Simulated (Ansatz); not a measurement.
# Effect of isotropic strain −0.31 % on Sn

The reference is Sn in the diamond structure (space group Fd-3m, No. 227; a = 6.569 Å).

Now apply this change: every lattice vector is shortened by 0.31 %; the atoms relax in the strained cell.

Level of theory: r2SCAN in Ansatz (plane waves to 500 eV, PAW, no spin-orbit coupling), earlier PAW set. k-mesh 12×12×12 (Γ-centred); smearing 0.05 eV (Fermi–Dirac).

```csv
quantity,base,changed,shift
volume per atom,35.43 Å³,35.10 Å³,-0.33 Å³
space group,Fd-3m (No. 227),Fd-3m (No. 227),–
shortest interatomic distance,2.844 Å,2.836 Å,-0.0088 Å
energy relative to the base (free energy F),0 meV/atom,+0.4 meV/atom,+0.4 meV/atom
pressure,0.0 GPa,0.4 GPa,+0.4 GPa
band gap,zero,zero,–
```

Final structure:

```yaml
crystal:
  lattice:
    - [0.00000, 3.27421, 3.27421]
    - [3.27421, 0.00000, 3.27421]
    - [3.27421, 3.27421, 0.00000]
  atoms:
    - { symbol: Sn, position: [0.50000, 0.50000, 0.50000] }
    - { symbol: Sn, position: [0.75000, 0.75000, 0.75000] }
```

No phonon test of stability was made.

Ansatz is a program for electronic structure.
